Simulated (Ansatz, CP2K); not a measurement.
A CP2K input for a relaxation of cell and atoms of SnO₂ (Pnnm, 6 atoms in the cell) (DFT PBEsol, GPW, DZVP-MOLOPT-SR-GTH basis, GTH-PBE potentials (GTH_POTENTIALS)):

```
&GLOBAL
  PROJECT sno2
  RUN_TYPE CELL_OPT
  PRINT_LEVEL LOW
&END GLOBAL
&FORCE_EVAL
  METHOD Quickstep
  STRESS_TENSOR ANALYTICAL
  &DFT
    BASIS_SET_FILE_NAME BASIS_MOLOPT
    POTENTIAL_FILE_NAME GTH_POTENTIALS
    &QS
      METHOD GPW
      EPS_DEFAULT 1E-10
      EXTRAPOLATION USE_GUESS
    &END QS
    &MGRID
      CUTOFF 450
      REL_CUTOFF 50
      NGRIDS 4
    &END MGRID
    &SCF
      SCF_GUESS ATOMIC
      EPS_SCF 1E-7
      MAX_SCF 100
      ADDED_MOS 6
      &DIAGONALIZATION
        ALGORITHM STANDARD
      &END DIAGONALIZATION
      &MIXING
        METHOD BROYDEN_MIXING
        ALPHA 0.4
        NBUFFER 8
      &END MIXING
    &END SCF
    &KPOINTS
      SCHEME MONKHORST-PACK 5 5 7
    &END KPOINTS
    &XC
      &XC_FUNCTIONAL
        &PBE
          PARAMETRIZATION PBESOL
        &END PBE
      &END XC_FUNCTIONAL
    &END XC
    &PRINT
      &MO
        EIGENVALUES T
        OCCUPATION_NUMBERS T
        NDIGITS 8
        FILENAME mo
        &EACH
          QS_SCF 0
        &END EACH
        ADD_LAST NUMERIC
      &END MO
      &MULLIKEN OFF
      &END MULLIKEN
    &END PRINT
  &END DFT
  &SUBSYS
    &CELL
      A 4.79135200 0.00000000 0.00000000
      B 0.00000000 4.86998700 0.00000000
      C 0.00000000 0.00000000 3.24316900
      PERIODIC XYZ
    &END CELL
    &COORD
      SCALED
      Sn       0.50000000     0.50000000     0.50000000
      Sn       0.00000000     0.00000000     0.00000000
      O        0.29185000     0.32104000     0.00000000
      O        0.70815000     0.67896000     0.00000000
      O        0.79185000     0.17896000     0.50000000
      O        0.20815000     0.82104000     0.50000000
    &END COORD
    &KIND Sn
      BASIS_SET DZVP-MOLOPT-SR-GTH-q4
      POTENTIAL GTH-PBE-q4
    &END KIND
    &KIND O
      BASIS_SET DZVP-MOLOPT-SR-GTH-q6
      POTENTIAL GTH-PBE-q6
    &END KIND
  &END SUBSYS
  &PRINT
    &FORCES ON
    &END FORCES
    &STRESS_TENSOR ON
    &END STRESS_TENSOR
  &END PRINT
&END FORCE_EVAL
&MOTION
  &CELL_OPT
    OPTIMIZER BFGS
    MAX_ITER 60
    MAX_FORCE 4E-4
    RMS_FORCE 3E-4
    EXTERNAL_PRESSURE [GPa] 0
    PRESSURE_TOLERANCE [bar] 200
  &END CELL_OPT
  &PRINT
    &CELL ON
    &END CELL
    &RESTART OFF
    &END RESTART
    &RESTART_HISTORY OFF
    &END RESTART_HISTORY
  &END PRINT
&END MOTION
```

Task: Write the same calculation as an input for Ansatz (a first-principles code).

Result: One input that does it (others would too):

Ansatz 0.2 input:
```yaml
# SnO2
crystal:
  lattice:
    - [4.79135200, 0.00000000, 0.00000000]
    - [0.00000000, 4.86998700, 0.00000000]
    - [0.00000000, 0.00000000, 3.24316900]
  atoms:
    - { symbol: Sn, position: [0.50000000, 0.50000000, 0.50000000] }
    - { symbol: Sn, position: [0.00000000, 0.00000000, 0.00000000] }
    - { symbol: O, position: [0.29185000, 0.32104000, 0.00000000] }
    - { symbol: O, position: [0.70815000, 0.67896000, 0.00000000] }
    - { symbol: O, position: [0.79185000, 0.17896000, 0.50000000] }
    - { symbol: O, position: [0.20815000, 0.82104000, 0.50000000] }
kpoints:
  mp_grid:
    grid: [5, 5, 7]
hamiltonian:
  xc: pbesol
  pseudopotentials:
    kind: paw
scf:
  occupations:
    method: fixed
relax:
  cell: {}
output:
  forces: true
  eigenvalues: true
  stress: true
```

Basis settings and potentials, where a program has them, do not carry over. This input uses DFT, PBEsol, plane waves, default PAW files made with PBE.

The starting cell comes from a database of computed structures (which also holds hypothetical and non-ambient phases and stackings), without a prior relaxation at this level. Its lattice was rescaled by a random factor within 2.5 % of one.
